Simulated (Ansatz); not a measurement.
Start from Y in the hcp (Mg type) structure (space group P6_3/mmc, No. 194; relaxed with 0.1 eV smearing).

```yaml
crystal:
  lattice:
    - [3.59431, 0.00000, 0.00000]
    - [-1.79716, 3.11277, 0.00000]
    - [0.00000, 0.00000, 5.60992]
  atoms:
    - { symbol: Y, position: [0.66667, 0.33333, 0.75000] }
    - { symbol: Y, position: [0.33333, 0.66667, 0.25000] }
```

Cartesian axes are those of the cell as printed.

The values are results of PBEsol (Ansatz, a quantum-chemistry and plane-wave program; PAW; 420 eV plane waves; spin-orbit coupling left out), not measurements.

Perturbation: the cell is scaled by 1.0200 in all directions; the atoms relax in the strained cell.

Problem. Predict the stress tensor and what it implies for the stiffness.

Solution. Stress of the strained cell less that of the base (GPa, compression positive):
```
   -2.3     0.0     0.0
    0.0    -2.3     0.0
    0.0     0.0    -2.3
```

Then B = −ΔP/(ΔV/V₀) with ΔV/V₀ = 0.0612 gives secant stiffness values (nonlinear terms included at this strain): B (at held cell shape, above the free-shape value) ≈ 37 GPa.

As a check, the harmonic strain energy −½ V₀ Δσ:ε is 13 meV/atom; the computed energy rise is 14 meV/atom.

Whether these cells are dynamically stable was not tested. The final runs are not spin-polarised.
